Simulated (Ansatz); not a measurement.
Results of r²SCAN in Ansatz (PAW) for ScGe (Cmcm, No. 63, 4 atoms in the cell; start mp-9970).

Input:

Ansatz 0.2 input:
```yaml
crystal:
  lattice:
    - [1.993415329, -5.0083807293, 0.0]
    - [1.993415329, 5.0083807293, 0.0]
    - [0.0, 0.0, 3.7415600113]
  atoms:
    - { symbol: Sc, position: [0.8636325764, 0.1363674236, 0.25] }
    - { symbol: Sc, position: [0.1363674236, 0.8636325764, 0.75] }
    - { symbol: Ge, position: [0.5897821766, 0.4102178234, 0.25] }
    - { symbol: Ge, position: [0.4102178234, 0.5897821766, 0.75] }
basis:
  ecutwfc: 560
  ecutrho_ratio: 4
  xc_grid: 3
kpoints:
  mp_grid: { grid: [16, 16, 14] }
hamiltonian:
  xc: r2scan
  dispersion: none
  pseudopotentials: { kind: paw }
scf:
  occupations: { method: fermi_dirac, width: 0.05 }
output:
  forces: true
  stress: true
  eigenvalues: true
relax:
  f_tol: 0.004
  escape_saddle: false
  max_steps: 80
  cell: { stress_tol: 0.02, fix: [volume] }
```

The run printed, among other lines:

```
Relaxation: its limit of steps is 80 (relax.max_steps)
Crystal: 4 atoms, lattice volume = 74.710 Å³
Basis set: ecut = 560 eV, 2239 PW (Γ), exchange–correlation on 135×135×90 points (27 copies of the dense FFT grid, shifted against one another)
Bands: 30, of which v1, the nominal top of the filled ones, is band 25 counted from 1 (24 counted from 0)
Symmetry: 8 space group operations
Space group: Cmcm (ITA 63), of the structure as read, at distance tolerance 4.2e-5 Å
k-points: 584 of 3584
Functional: x = r2scan, c = r2scan; τ floored in thin density (d = 2e-4 eV/Å³)
SCF iter   1: F=—  HF=-12890.558090 eV  |F-HF|=—  |Δ(HF+E_count)|=         —  Δρ=1.17e-2  dr2=1.43e-1  dr2_τ=1.55e-2
SCF iter   2: F=—  HF=-12890.616248 eV  |F-HF|=—  |Δ(HF+E_count)|=   5.82e-2  Δρ=4.82e-3  dr2=2.87e-2  dr2_τ=7.31e-4
  ...
SCF 1 converged in 8 iterations: F = -12890.612957 eV  dr2 = 9.19e-9
Crystal: 4 atoms, lattice volume = 74.710 Å³
Initial density: handed on by an earlier stage of this run
SCF 2 converged in 7 iterations: F = -12890.612761 eV  dr2 = 1.13e-8
Crystal: 4 atoms, lattice volume = 74.710 Å³
SCF 3 converged in 10 iterations: F = -12890.613019 eV  dr2 = 2.22e-12
Crystal: 4 atoms, lattice volume = 74.710 Å³
SCF iter   2: F=—  HF=-12890.613019 eV  |F-HF|=—  |Δ(HF+E_count)|=   7.21e-8  Δρ=2.01e-7  dr2=5.02e-12  dr2_τ=6.46e-12
SCF iter   3: F=-12890.613019 eV  HF=-12890.613019 eV  |F-HF|=3.64e-12  |Δ(HF+E_count)|=  1.46e-11  Δρ=1.02e-7  dr2=1.58e-12  dr2_τ=1.53e-12
SCF 4 converged in 3 iterations: F = -12890.613019 eV  dr2 = 1.58e-12
SCF converged after 3 iterations
Free energy (F): -12890.613019 eV
Internal energy: -12890.597537 eV  (E = F + TS)
E sigma→0 (E₀):  -12890.605278 eV
Fermi energy:    12.025374 eV
--- Forces (eV/Å), atoms counted from 1 ---
  atom   1  Sc     0.00000000     0.00045036    -0.00000000
  atom   2  Sc    -0.00000000    -0.00045036     0.00000000
  atom   3  Ge     0.00000000    -0.00339711     0.00000000
  atom   4  Ge    -0.00000000     0.00339711    -0.00000000
--- Stress (GPa, compression-positive) ---
        2.032958       0.000000       0.000000
        0.000000       2.039498       0.000000
        0.000000       0.000000       2.027193
  P = ⅓ Tr σ = 2.0332 GPa (20.332 kbar)
```

The cell is one volume of an energy–volume scan, off the minimum.

The PAW data were made under PBE.

Note: the relaxation could not lower the start's symmetry, so the cell can be a saddle point above a distorted one.

It cost roughly 14 core-minutes of CPU time.

A start named mp-… is a Materials Project structure, which need not be a measured phase.

Ansatz is an electronic-structure program.
